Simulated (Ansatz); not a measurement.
# LaB6 (space group Pm-3m, No. 221)

LaB6 is modelled in the cubic space group Pm-3m (No. 221), Pearson symbol cP7. Conventional cell: a = b = c = 4.1550 Å, α = β = γ = 90.00°. La on 1a sees 24 B at 3.053 Å. B on 6f sees 1 B at 1.660 Å and 4 B at 1.764 Å and 4 La at 3.053 Å. (Neighbours: up to the widest gap in distance over summed covalent radii, below 1.35, at either atom; cation-cation and far metal-metal contacts left out.)

Calculations: Kohn–Sham DFT with the PBE functional, run in Ansatz (an electronic-structure program) with PAW and 420 eV plane waves, no spin-orbit coupling. Γ-centred 11×11×11 mesh, Fermi–Dirac width 0.05 eV.

The volume per atom is 10.25 Å³ and the density is 4.72 g/cm³. The band gap comes out as zero and the total energy is -1027.073 eV/atom (σ→0; compares only within this code and set-up).

Whether these cells are dynamically stable was not tested. The final runs are not spin-polarised. An odd electron count without spin: LaB6.
